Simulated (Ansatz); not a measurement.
Take CsPbBr3 in the cubic perovskite structure (space group Pm-3m, No. 221; a = 5.872 Å) as the base. Axes: x, y, z lie along the cube axes.

Calculations: plane-wave PAW DFT at the PBEsol level (Ansatz, a quantum-chemistry and plane-wave program, 420 eV), no SOC.

Base values:

The hole mass comes out as 0.13 mₑ (at R) and the pressure is 0.00 GPa. The valley order is R along ⟨111⟩ 1.43 eV; Γ 2.88 eV.

The change: the cell is compressed by 1.33 % along x with no lateral relaxation, atoms relaxed at fixed cell.

**Question.** What happens to the energy relative to the base, hole mass, pressure and valley order?

**Answer.** The energy grows by 1.2 meV/atom; the hole mass becomes 0.12 mₑ along x, 0.13 mₑ across (at R) (base: 0.13 mₑ (at R)); the pressure (mean of the normal stresses, compression positive) goes from zero to 0.31 GPa; the valley order (the lowest conduction-band minima on the path, energy above the VBM, named in the base's zone) goes from R along ⟨111⟩ 1.43 eV; Γ 2.88 eV to R along [111] 1.34 eV; Γ 2.80 eV.

With Pb present, leaving out spin-orbit coupling can change the band edges. The levels and masses belong to the bands next to the band gap. The cells carry an imposed strain or load. Effective masses come from finite differences of ±0.01 Å⁻¹. Whether these cells are dynamically stable was not tested. Many cubic perovskites are stable only at high temperature; tilts and polar distortions were not tested. This is not the structure that CsPbBr3 has at room temperature and ambient pressure.
